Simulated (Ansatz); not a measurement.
## ZrO2, response to strain

Take ZrO₂ (space group P4_2/nmc, No. 137; a = 3.621 Å, c = 5.284 Å) as the base. Axes: x, y, z lie along a, b, c of the conventional cell.

Strains are applied to the cell and any free atomic positions relax; under biaxial strain the out-of-plane vector relaxes too.

All numbers come from Ansatz (a first-principles code) PBE, no spin-orbit coupling, earlier PAW set.

| change | electron mass | band gap | volume per atom | smallest direct gap |
|---|---|---|---|---|
| base | 2.3 mₑ along c, 0.61 mₑ across (at Γ) | 4.04 eV | 11.55 Å³ | 4.14 eV |
| biaxial strain −4.02 %, plane normal [001], relaxed out of plane | 2.5 mₑ out of plane, 0.71 mₑ in plane (at Γ) | 4.37 eV | 10.88 Å³ | 4.43 eV |
| biaxial strain −1.39 %, plane normal [001], relaxed out of plane | 2.3 mₑ out of plane, 0.64 mₑ in plane (at Γ) | 4.17 eV | ___ | 4.24 eV |
| biaxial strain +0.38 %, plane normal [001], relaxed out of plane | ___ | 3.97 eV | 11.62 Å³ | 4.12 eV |
| biaxial strain +1.95 %, plane normal [001], relaxed out of plane | 2.3 mₑ out of plane, 0.59 mₑ in plane (at Γ) | 3.67 eV | 11.91 Å³ | 3.80 eV |
| biaxial strain +3.48 %, plane normal [001], relaxed out of plane | 2.3 mₑ out of plane, 0.57 mₑ in plane (at Γ) | 3.38 eV | 12.22 Å³ | 3.50 eV |
| isotropic strain −2.74 % | 2.1 mₑ along c, 0.60 mₑ across (at Γ) | 4.11 eV | 10.62 Å³ | 4.27 eV |
| isotropic strain +1.28 % | 2.4 mₑ along c, 0.61 mₑ across (at Γ) | 3.91 eV | 12.00 Å³ | 4.08 eV |
| isotropic strain +2.75 % | 2.5 mₑ along c, 0.61 mₑ across (at Γ) | 3.76 eV | 12.53 Å³ | 3.99 eV |

Question: Some entries are withheld; estimate them.

Answer: 
- biaxial strain −1.39 %, plane normal [001], relaxed out of plane, volume per atom: 11.30 Å³
- biaxial strain +0.38 %, plane normal [001], relaxed out of plane, electron mass: 2.3 mₑ out of plane, 0.61 mₑ in plane (at Γ)

Masses are band curvatures over ±0.01 Å⁻¹ around the edge. No phonon test of stability was made. This is not the structure that ZrO2 has at room temperature and ambient pressure.
